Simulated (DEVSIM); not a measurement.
System: illuminated Si p-on-n cell, one wavelength, with a back-surface field, at 300 K.

Layer 1 from the left is Si, thickness (μm) 0.390, Na (cm⁻³) 1.5e19, τn (s) 1e-7, τp (s) 3.9e-9, absorption coefficient (cm⁻¹) 230. Layer 2 from the left is Si, thickness (μm) 190, Nd (cm⁻³) 1.4e17, τn (s) 1.4e-7, τp (s) 1.4e-7, absorption coefficient (cm⁻¹) 230. Layer 3 from the left is Si, thickness (μm) 0.280, Nd (cm⁻³) 6.9e18, τn (s) 1.4e-7, τp (s) 1.4e-7, absorption coefficient (cm⁻¹) 230.

Left contact: ohmic, minority electron recombination velocity 300 cm/s. Right contact: ohmic, minority hole recombination velocity 20000 cm/s. Voltage is applied to the left contact. Recombination: SRH at mid-gap, radiative, Auger. Light enters at the left, 6.1e17 photons cm⁻² s⁻¹, one pass, no reflection. Mobility is constant in doping.

Constants are typed, rounded textbook-type inputs, not results; the design itself was drawn at random and stands for no fabricated device. Values at 300 K.

Si: gap (eV) 1.124, affinity (eV) 4.05, permittivity 11.7, Nc (cm⁻³) 2.86e19, Nv (cm⁻³) 3.1e19, μn (cm²/Vs) 1417, μp (cm²/Vs) 470, B (cm³/s) 4.7e-15, Cn (cm⁶/s) 2.8e-31, Cp (cm⁶/s) 9.9e-32.

Model (solved in DEVSIM): 1D drift-diffusion, Boltzmann statistics, complete ionisation; no tunnelling, impact ionisation, image-force lowering or self-heating.

Dark forward current:

```
|V| (V)  |J| (A/cm²)
-------  -----------
0.05        7.259e-9
0.10        2.557e-8
0.15        7.522e-8
0.20        2.128e-7
0.25        6.025e-7
0.30        1.753e-6
0.35        5.447e-6
0.40        1.915e-5
0.45        8.087e-5
0.50       0.0004146
0.55        0.002457
0.60         0.01581
0.65          0.1057
0.70          0.7094
0.75           4.427
0.80           20.33
0.85           56.93
0.90           110.9
0.95           176.9
1.00           251.8
1.05           334.1
1.10           422.7
1.15           517.3
1.20           617.4
1.25           723.1
1.30           834.4
```

Question: Work out the local ideality factor n = ΔV / (kT/q · ln(J2/J1)) between the rows 0.15 and 0.20 V, 0.65 and 0.70 V, 1.25 and 1.30 V.

Answer: kT/q = 25.85 mV. From 0.15 to 0.20 V: ln(2.128e-7/7.522e-8) = 1.040, n = 1.86, near the 2 of recombination in the depletion region. From 0.65 to 0.70 V: ln(0.7094/0.1057) = 1.904, n = 1.02, near the 1 of diffusion or emission over a barrier. From 1.25 to 1.30 V: ln(834.4/723.1) = 0.143, n = 13.51.

Question: What current could the absorbed light give at most, and what share is collected?

Answer: Σ αd = 4.39, so qΦ(1 − exp(−Σ αd)) = 96.5 mA/cm². The simulated short-circuit current is 23.37 mA/cm², a share of 0.24.

Question: Estimate the open-circuit voltage by superposition: the voltage at which the dark current equals that short-circuit current.

Answer: Interpolating ln J in the table gives 0.610 V. The simulation gives 0.610 V, the same within the digits that matter. Superposition holds where collection doesn't change with voltage.

Question: Estimate the fill factor from FF0 = (v − ln(v + 0.72))/(v + 1), v = qVoc/(nkT), with n from the dark curve.

Answer: The rows about Voc, 0.60 and 0.65 V, give n = 1.02, so v = 23.2 and FF0 = 0.827. The simulation gives 0.821, the same within the digits that matter.
